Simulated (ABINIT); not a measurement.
ABINIT run on MgSn (P-6m2, 2 atoms in the cell): self-consistent single point.

Computed with Wu-Cohen GGA, PAW (JTH v2.0 PBE PAW, files made for PBE) (plane waves; ABINIT).

```
MgSn
1.0
    3.55217     0.00000     0.00000
   -1.77609     3.07627     0.00000
    0.00000     0.00000     4.73396
Mg Sn
1 1
Direct
  0.00000   0.00000   0.00000
  0.66667   0.33333   0.50000
```

Reference input (self-consistent single point, DFT, PBEsol, plane waves, PAW (JTH v2.0 PBE PAW, files made for PBE)): pseudos = [Mg.GGA_PBE-JTH.xml, Sn.GGA_PBE-JTH.xml]; ecut = 544 eV; pawecutdg = 1088 eV; pawxcdev = 0; ixc = -116133; occopt = 6; tsmear = 0.00734986 Ha; ngkpt = 11 11 7; nshiftk = 1; shiftk = 0 0 0; potentials = JTH v2.0 PBE PAW; nband = 17. This run's input differs from it in these lines:

```diff
@@ -19,3 +19,3 @@
 pawxcdev 0
-ixc -116133
+ixc 23
 occopt 6
```

The program printed (abridged):

```
--- !BeginCycle
solver: {iscf: 17, nstep: 50, nline: 4, wfoptalg: 10, }
tolerances: {tolvrs: 1.00E-10, }
...

     iter   Etot(hartree)      deltaE(h)  residm     nres2
 ETOT  1  -130.16778825147    -1.302E+02 1.431E+01 3.878E+00
 ETOT  2  -133.29737080299    -3.130E+00 8.803E-02 1.902E+00
 ETOT  3  -133.28165290310     1.572E-02 1.987E-02 4.498E-01
 ETOT  4  -133.27837497938     3.278E-03 1.166E-02 9.889E-02
 ETOT  5  -133.27749010011     8.849E-04 1.849E-03 3.004E-04
   [... 3 lines left out ...]
 ETOT  9  -133.27750705266     1.698E-10 3.545E-04 5.003E-08
 ETOT 10  -133.27750705238     2.867E-10 4.197E-04 2.374E-09
 ETOT 11  -133.27750705238    -7.645E-12 1.504E-04 2.336E-10
 ETOT 12  -133.27750705238     4.547E-13 1.363E-04 1.631E-11
 At SCF step   12       nres2   =  1.63E-11 < tolvrs=  1.00E-10 =>converged.

 Cartesian components of stress tensor (hartree/bohr^3)
  sigma(1 1)=  1.03884382E-04  sigma(3 2)=  0.00000000E+00
  sigma(2 2)=  1.03884382E-04  sigma(3 1)=  0.00000000E+00
  sigma(3 3)=  1.05264404E-04  sigma(2 1)= -3.38843372E-13

 ----iterations are completed or convergence reached----

 reduced coordinates (array xred) for    2 atoms
       0.000000000000      0.000000000000      0.000000000000
       0.666666666667      0.333333333333      0.500000000000
 cartesian forces (eV/Angstrom) at end:
    1     -0.00000000000000    -0.00000000000000    -0.00000000000000
    2      0.00000000000000     0.00000000000000    -0.00000000000000
 frms,max,avg= 5.5005256E-27 9.5271898E-27   0.000E+00  0.000E+00  0.000E+00 e/A
   [... lines left out ...]
 Fermi (or HOMO) energy (eV) =   5.22421   Average Vxc (eV)=  -9.30872
   [... lines left out ...]
'-kT*entropy'       : -1.47023978861447E-05
total_energy        : -1.33277508693345E+02
total_energy_eV     : -3.62666544895910E+03
...

-Cartesian components of stress tensor (GPa)         [Pressure= -3.0699E+00 GPa]
- sigma(1 1)=  3.05638353E+00  sigma(3 2)=  0.00000000E+00
- sigma(2 2)=  3.05638352E+00  sigma(3 1)=  0.00000000E+00
- sigma(3 3)=  3.09698517E+00  sigma(2 1)= -9.96911450E-09

 Calculation completed.
```

The run converged in 12 iterations. Against the reference run the pressure goes from -3.23 to -3.07 GPa.

The starting cell comes from a database of computed structures (which also holds hypothetical and non-ambient phases and stackings), without a prior relaxation at this level. Its lattice was rescaled by a random factor within 2.5 % of one. The potentials were made for another functional than the one used. With a pressure of about -3 GPa the cell is away from its equilibrium volume at this level.

Cost on one core of a shared machine: roughly 90 s.
